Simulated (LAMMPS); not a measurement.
LAMMPS 22 Jul 2025, classical MD, EAM (Cu_mishin1.eam.alloy): Cu, 10976 atoms.

```yaml
task: MD, nve
potential: EAM, Cu_mishin1.eam.alloy
copies_of_the_repeat_unit: 14×14×14
shape (slab and sphere leave vacuum in the box): bulk
steps: 2000
timestep: 2 fs
thermo: 50
newton: on (default)
atom_modify sort (bins of 2 Å where set): 1000 (default)
comm_style: brick (default)
box: 50.6 × 50.6 × 50.6 Å
start: generated fcc lattice, warmed in an untimed run
```

All runs start from one configuration, warmed at this fixed volume for 1000 steps under a thermostat at 600 K. The run at a skin of 2 Å has a mean temperature of 597 K and a mean pressure of 3.9 GPa.

Single runs; times are not shown.

With neigh_modify every 1 delay 0 check yes, skins of 0.1, 0.3, 0.5, 1, 1.5, 2, 3 Å were run. Further schedules:
- skin 1 Å, every 1 delay 10 check yes
- skin 2 Å, every 20 delay 0 check no
- skin 1 Å, every 100 delay 0 check no
- skin 2 Å, every 1 delay 10 check yes
- skin 2 Å, every 100 delay 0 check no
- skin 0.3 Å, every 100 delay 0 check no
- skin 0.3 Å, every 1 delay 10 check yes

A schedule rebuilds too seldom if it shows a dangerous build, rebuilds less often than the check at every step does at that skin, or fails.

### Question
Name the settings that rebuild less often than the motion of the atoms asks.

### Answer
With the check at every step the rebuilds are 936 at 0.1 Å, 323 at 0.3 Å, 196 at 0.5 Å, 94 at 1 Å, 52 at 1.5 Å, 0 at 2 Å, 0 at 3 Å. Too seldom: skin 1 Å, every 100 delay 0 check no; skin 0.3 Å, every 100 delay 0 check no; skin 0.3 Å, every 1 delay 10 check yes.

| setting | rebuilds | dangerous builds | list entries an atom | change of the total energy (meV/atom) |
|---|---|---|---|---|
| skin 0.1 Å, every 1 delay 0 check yes | 936 | — | 29.8 | under 0.001 |
| skin 0.3 Å, every 1 delay 0 check yes | 323 | — | 35.5 | under 0.001 |
| skin 0.5 Å, every 1 delay 0 check yes | 196 | — | 38.8 | under 0.001 |
| skin 1 Å, every 1 delay 0 check yes | 94 | — | 43.8 | under 0.001 |
| skin 1.5 Å, every 1 delay 0 check yes | 52 | — | 65.8 | under 0.001 |
| skin 2 Å, every 1 delay 0 check yes | 0 | — | 72.5 | under 0.001 |
| skin 3 Å, every 1 delay 0 check yes | 0 | — | 107 | under 0.001 |
| skin 1 Å, every 1 delay 10 check yes | 94 | 0 | 43.8 | under 0.001 |
| skin 2 Å, every 20 delay 0 check no | 100 | not counted | 72.5 | under 0.001 |
| skin 1 Å, every 100 delay 0 check no | 20 | not counted | 43.8 | under 0.001 |
| skin 2 Å, every 1 delay 10 check yes | 0 | 0 | 72.5 | under 0.001 |
| skin 2 Å, every 100 delay 0 check no | 20 | not counted | 72.5 | under 0.001 |
| skin 0.3 Å, every 100 delay 0 check no | 20 | not counted | 35.5 | +0.24 |
| skin 0.3 Å, every 1 delay 10 check yes | 200 | 200 | 35.5 | under 0.001 |

Where the energy changes as in the checked runs, the late rebuilds cost nothing that shows in this run. List entries are as LAMMPS prints them (Ave neighs/atom).
